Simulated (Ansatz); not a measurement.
Where the default PAW files enter, the runs use the earlier of Ansatz's two default sets.

```
NaI
1.0
    4.55187     0.00000     0.00000
    0.00000     4.55187     0.00000
    2.27593    -2.27593     3.21866
Na I
1 1
Direct
  0.00000   0.00000   0.00000
  0.50000   0.50000   0.00000
```

Space group of this cell: Fm-3m, rock salt. The cell is taken as given.

Transport runs along the normal of the first two printed cell vectors, the (001) plane of the conventional cell.

The gap is the functional's own. No spin-orbit coupling. Mid-gap values are interpolated on the energy grid.

### Question
Predict the band gap and the smallest decay constant κ at mid-gap from r2SCAN (Ansatz, an electronic-structure program).

### Answer
Gap 4.48 eV on a 10×10×10 mesh; κ = 0.302 1/Å, at the zone centre.
